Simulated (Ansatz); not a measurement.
The starting structures come from a database of crystals and need not be the phases stable at ambient conditions.

 Where the default PAW files enter, the runs use the earlier of Ansatz's two default sets.

Tunnelling through a barrier is set by its complex band structure: the current falls as exp(−2κd) with the smallest κ.

Consider the following.

```yaml
crystal:
  lattice:
    - [5.86403, 0.00000, 0.00000]
    - [0.14832, 5.86215, 0.00000]
    - [2.85785, -2.93107, 4.09372]
  atoms:
    - { symbol: Sr, position: [0.25000, 0.25000, 0.50000] }
    - { symbol: Sr, position: [0.75000, 0.75000, 0.50000] }
    - { symbol: Y, position: [0.00000, 0.00000, 0.00000] }
    - { symbol: Ta, position: [0.50000, 0.50000, 0.00000] }
    - { symbol: O, position: [0.26323, 0.26323, 0.00000] }
    - { symbol: O, position: [0.73677, 0.73677, 0.00000] }
    - { symbol: O, position: [0.79620, 0.20380, 0.87720] }
    - { symbol: O, position: [0.20380, 0.79620, 0.12280] }
    - { symbol: O, position: [0.32660, 0.67340, 0.46960] }
    - { symbol: O, position: [0.67340, 0.32660, 0.53040] }
```

Space group of this cell: I4/m. The cell is taken as given; by PBEsol its mean pressure is -1.2 GPa.

Transport runs along the normal of the first two printed cell vectors, the (110) plane of the conventional cell.

The gap is the functional's own. No spin-orbit coupling. Mid-gap values are interpolated on the energy grid.

Task: State the band gap and the smallest decay constant κ at mid-gap according to Ansatz (a quantum-chemistry and plane-wave program) with PBEsol.

Result: Gap 3.90 eV on a 8×8×8 mesh; κ = 0.300 1/Å, at the zone centre.
